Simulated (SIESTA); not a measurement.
## Worked example: self-consistent single point of Bi (R-3m, 2 atoms in the cell) in SIESTA

Computed with GGA PBEsol, numerical atomic orbitals TZP, PseudoDojo PBEsol standard norm-conserving potentials (rewritten from UPF to PSML) (SIESTA).

Input as run:

```
# files in the folder: Bi.psml (PseudoDojo PBEsol standard)
SystemName  Bi
SystemLabel Bi

NumberOfAtoms                2
NumberOfSpecies              1
%block ChemicalSpeciesLabel
  1 83 Bi
%endblock ChemicalSpeciesLabel
LatticeConstant              1.0 Ang
%block LatticeVectors
     4.144990000   -2.263625000    0.000000000
     4.144990000    2.263625000    0.000000000
     2.908800000    0.000000000    3.720729000
%endblock LatticeVectors
AtomicCoordinatesFormat      Ang
%block AtomicCoordinatesAndAtomicSpecies
     2.620514520   -0.000000000    0.870650586  1
     8.578265480   -0.000000000    2.850078414  1
%endblock AtomicCoordinatesAndAtomicSpecies

XC.functional                GGA
XC.authors                   PBEsol
PAO.BasisSize                TZP
PAO.EnergyShift              0.01 Ry
MeshCutoff                   300 Ry
%block kgrid.MonkhorstPack
    7   0   0  0.0
    0   7   0  0.0
    0   0   7  0.0
%endblock kgrid.MonkhorstPack
OccupationFunction           MP
OccupationMPOrder            0
ElectronicTemperature        100.0 meV

MaxSCFIterations             150
SCF.Mixer.Method             Pulay
SCF.Mixer.Weight             0.25
SCF.Mixer.History            8
SCF.DM.Tolerance             1.0E-05
Diag.ParallelOverK           true
WriteForces                  true
```

Output (repeated stretches shortened):

```
reinit: Reading from file input.fdf

reinit: System Name: Bi
reinit: System Label: Bi

coor:   Atomic-coordinates input format  =     Cartesian coordinates
coor:                                          (in Angstroms)

siesta: Atomic coordinates (Bohr) and species
siesta:      4.95205  -0.00000   1.64529  1        1
siesta:     16.21057  -0.00000   5.38587  1        2

siesta: System type = bulk

initatomlists: Number of atoms, orbitals, and projectors:      2    44    64

siesta: ******************** Simulation parameters ****************************
redata: Spin configuration                          = none
redata: Time-Reversal Symmetry                      = T
redata: Number of Atomic Species                    =        1
redata: Mesh Cutoff                                 =   300.0000 Ry
redata: Net charge of the system                    =     0.0000 |e|
redata: Min. number of SCF Iter                     =        0
redata: Max. number of SCF Iter                     =      150
redata: SCF convergence failure will abort job
redata: SCF mix quantity                            = Hamiltonian
redata: Mix DM or H after convergence               =   F
redata: Recompute H after scf cycle                 =   F
redata: Mix DM in first SCF step                    =   T
redata: No kicks to SCF
redata: DM Mixing Weight for Kicks                  =     0.5000
redata: Require Harris convergence for SCF          =   F
redata: Harris energy tolerance for SCF             =     0.000100 eV
redata: Require DM convergence for SCF              =   T
redata: DM tolerance for SCF                        =     0.000010
redata: Require EDM convergence for SCF             =   F
redata: EDM tolerance for SCF                       =     0.001000 eV
redata: Require H convergence for SCF               =   T
redata: Hamiltonian tolerance for SCF               =     0.001000 eV
redata: Require (free) Energy convergence for SCF   =   F
redata: (free) Energy tolerance for SCF             =     0.000100 eV
redata: Using DFT-D3 dispersion                     =   F
redata: Using Saved Data (generic)                  =   F
redata: Method of Calculation                       = Diagonalization
redata: Electronic Temperature                      =  1160.4518 K
redata: Number of TDED substeps                     =        3
redata: Dynamics option                             = Single-point calculation
redata: Save all siesta data in one NC              =   F
redata: ***********************************************************************

%block SCF.Mixers
  Pulay
%endblock SCF.Mixers

%block SCF.Mixer.Pulay
  # Mixing method
  method pulay
  variant stable

  # Mixing options
  weight 0.2500
  weight.linear 0.2500
  history 8
%endblock SCF.Mixer.Pulay

DM_history_depth set to one: no extrapolation allowed by default for geometry relaxation
Size of DM history Fstack: 1
Total number of electrons:    30.000000
Total ionic charge:    30.000000

* ProcessorY, Blocksize:    1  45

* Orbital distribution balance (max,min):    44    44

 Kpoints in:          196 . Kpoints trimmed:          172

siesta: k-grid: Number of k-points = 172
siesta: k-points from Monkhorst-Pack grid
siesta: k-cutoff (effective) =    15.845 Ang
siesta: k-point supercell and displacements
siesta: k-grid:     7     0     0      0.000
siesta: k-grid:     0     7     0      0.000
siesta: k-grid:     0     0     7      0.000

diag: Algorithm                                     = D&C
diag: Parallel over k                               =   F
diag: Use parallel 2D distribution                  =   F
diag: Parallel block-size                           = 45
diag: Parallel distribution                         =     1 x     1
diag: Used triangular part                          = Lower
diag: Absolute tolerance                            =  0.100E-15
diag: Orthogonalization factor                      =  0.100E-05
diag: Memory factor                                 =  1.0000

superc: Internal auxiliary supercell:     5 x     5 x     5  =     125
superc: Number of atoms, orbitals, and projectors:    250   5500   8000

                        Single-point calculation

superc: Internal auxiliary supercell:     5 x     5 x     5  =     125
superc: Number of atoms, orbitals, and projectors:    250   5500   8000

outcell: Unit cell vectors (Ang):
        4.144990   -2.263625    0.000000
        4.144990    2.263625    0.000000
        2.908800    0.000000    3.720729

outcell: Cell vector modules (Ang)   :    4.722811    4.722811    4.722811
outcell: Cell angles (23,13,12) (deg):     57.2789     57.2789     57.2789
outcell: Cell volume (Ang**3)        :     69.8210
new_DM -- step:     1
Initializing Density Matrix...

Attempting to read DM from file... Failed...
DM filled with atomic data:

InitMesh: MESH = 48 x 48 x 48 = 110592
InitMesh: Mesh cutoff (required, used) =   300.000   411.540 Ry

stepf: Methfessel-Paxton step function
       Using Hermite-Gauss polynomials of order  0

        iscf     Eharris(eV)        E_KS(eV)     FreeEng(eV)     dDmax    Ef(eV) dHmax(eV)
   scf:    1    -4445.695642    -4443.154930    -4443.155807  0.954318 -3.246315  2.851989
   scf:    2    -4443.490361    -4443.329144    -4443.329834  0.034167 -3.359486  1.820929
   scf:    3    -4443.520864    -4443.441204    -4443.441684  0.046654 -3.547731  0.086209
   scf:    4    -4443.442576    -4443.442057    -4443.442555  0.003992 -3.555225  0.027332
   scf:    5    -4443.442008    -4443.442050    -4443.442557  0.001223 -3.547802  0.029782
   scf:    6    -4443.442106    -4443.442084    -4443.442590  0.000938 -3.550320  0.002104
   scf:    7    -4443.442083    -4443.442083    -4443.442590  0.000055 -3.550239  0.000288
   scf:    8    -4443.442083    -4443.442083    -4443.442590  0.000006 -3.550224  0.000100

SCF Convergence by DM+H criterion
max |DM_out - DM_in|         :     0.0000057102
max |H_out - H_in|      (eV) :     0.0000996732
SCF cycle converged after 8 iterations

Using DM_out to compute the final energy and forces

siesta: E_KS(eV) =            -4443.4421

siesta: E_KS - E_eggbox =     -4443.4421

siesta: Atomic forces (eV/Ang):
     1    0.300685   -0.000000    0.099899
     2   -0.300685    0.000000   -0.099899
   Tot    0.000000   -0.000000   -0.000000
   Max    0.300685
   Res    0.182931    sqrt( Sum f_i^2 / 3N )
   Max    0.300685    constrained

Stress tensor Voigt[x,y,z,yz,xz,xy] (kbar):        0.02       -0.75       -0.67       -0.00        0.26        0.00
(Free)E + p*V (eV/cell)    -4443.4223
Target enthalpy (eV/cell)    -4443.4426

siesta: Program's energy decomposition (eV):
siesta: Ebs     =      -615.721654
siesta: Eions   =      4883.626144
siesta: Ena     =       280.347077
siesta: Ekin    =      2115.731734
siesta: Enl     =      -826.019540
siesta: Eso     =         0.000000
siesta: Edftu   =         0.000000
siesta: DEna    =        23.235223
siesta: DUscf   =         0.548488
siesta: DUext   =         0.000000
siesta: Ex      =     -1075.214821
siesta: Ec      =       -78.444101
siesta: Exc     =     -1153.658921
siesta: Eharris =     -4443.442083
siesta: Etot    =     -4443.442083
siesta: FreeEng =     -4443.442590

siesta: Atomic forces (eV/Ang):
siesta:      1    0.300685   -0.000000    0.099899
siesta:      2   -0.300685    0.000000   -0.099899
siesta: ----------------------------------------
siesta:    Tot    0.000000   -0.000000   -0.000000

siesta: Stress tensor (static) (eV/Ang**3):
siesta:     0.000013    0.000000    0.000161
siesta:     0.000000   -0.000470   -0.000000
siesta:     0.000161   -0.000000   -0.000417

siesta: Cell volume =         69.820990 Ang**3

siesta: Pressure (static):
siesta:                Solid            Molecule  Units
siesta:           0.00000317          0.00010660  Ry/Bohr**3
siesta:           0.00029107          0.00978750  eV/Ang**3
siesta:           0.46635275         15.68130987  kBar
```

The run converged in 8 iterations.

The starting cell has typed, rounded lattice constants, without a prior relaxation at this level. Its lattice was rescaled by up to half a per cent. Values carry the incompleteness of an atom-centred basis.
